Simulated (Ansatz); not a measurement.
BeSe under a change: Se → Ge

Start from BeSe in the zinc blende structure (space group F-43m, No. 216; a = 5.129 Å).

Modification: every Se is replaced by Ge; the structure is relaxed again.

The values are results of Ansatz (an electronic-structure program) PBEsol, without spin-orbit coupling, not measurements. Settings: 15×15×15 k-points, 0.05 eV Fermi–Dirac smearing, for the changed cell.

```json
{
  "density": "3.87 g/cm³ (base 4.33 g/cm³)",
  "lattice_parameter_a": "5.196 Å (base 5.129 Å)",
  "space_group": "F-43m (No. 216) (base F-43m (No. 216))",
  "shortest_interatomic_distance": "2.250 Å (base 2.221 Å)",
  "band_gap": "zero (base 2.47 eV)"
}
```

Final structure:

```
BeGe
1.0
    0.00000     2.59786     2.59786
    2.59786     0.00000     2.59786
    2.59786     2.59786     0.00000
Ge Be
1 1
Direct
  0.75000   0.75000   0.75000
  0.00000   0.00000   0.00000
```

No phonon test of stability was made. As relaxed here, BeGe is a hypothetical phase, not in the database extracts checked. The final runs are not spin-polarised.
